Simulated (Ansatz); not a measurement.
Base system: ZnS in the wurtzite structure (space group P6_3mc, No. 186; a = 3.738 Å, c = 6.143 Å). Axes: x lies along a and z along c of the hexagonal cell.

Calculations: LDA (Ansatz, a quantum-chemistry and plane-wave program, PAW, spin-orbit coupling left out).

For the base:

| Property | Result |
|---|---|
| Band gap | 2.19 eV |
| Electron mass | 0.15 mₑ along c, 0.18 mₑ across (at Γ) |

Perturbation: a pure shear with ε_xz = ε_zx = 0.0200; the atoms relax in the strained cell.

Problem. Estimate the effect on the band gap.

Solution. The band gap falls by 0.056 eV to 2.14 eV.

Problem. Estimate the effect on the electron mass.

Solution. The electron mass becomes 0.15 mₑ along z, 0.18 mₑ across (at Γ) (base: 0.15 mₑ along c, 0.18 mₑ across (at Γ)).

Masses are band curvatures over ±0.01 Å⁻¹ around the edge. Stability against distortions was not tested.
